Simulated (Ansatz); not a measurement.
The starting structures come from a database of crystals and need not be the phases stable at ambient conditions.

Where the default PAW files enter, the runs use the earlier of Ansatz's two default sets.

Evanescent states of MgTe (F-43m, zinc blende, not sure to be the ambient phase, 2 atoms a cell, 33.8 Å³ an atom) along the normal of (111)

The numbers are results of PBEsol (plane waves, PAW; Ansatz, a quantum-chemistry and plane-wave program), not measurements.

The gap is the functional's own, uncorrected, and κ follows it; spin-orbit coupling is left out. Mid-gap means the computed energy nearest the middle.

Energies count from the valence-band top; κ is the least over a 12×12 mesh across the current.

```csv
E (eV),κ (1/Å),where
0.06,0.048,Γ
0.18,0.081,Γ
0.30,0.101,Γ
0.42,0.116,Γ
0.54,0.127,Γ
0.66,0.136,Γ
0.78,0.142,Γ
0.90,0.146,Γ
1.02,0.149,Γ
1.14,0.150,Γ
1.26,0.150,Γ
1.38,0.148,Γ
1.50,0.144,Γ
1.62,0.138,Γ
1.74,0.130,Γ
1.86,0.120,Γ
1.98,0.106,Γ
2.10,0.087,Γ
2.22,0.056,Γ
```

Task: How thick must the barrier be to attenuate the transmission by 10^4 when the electrodes' Fermi level lies at 1.26 eV, and what attenuation does that film give at 0.30 eV?

Result: d = 4 ln 10 / (2 × 0.150) = 30.7 Å. At 0.30 eV it gives 4 × 0.101/0.150 = 2.7 decades.
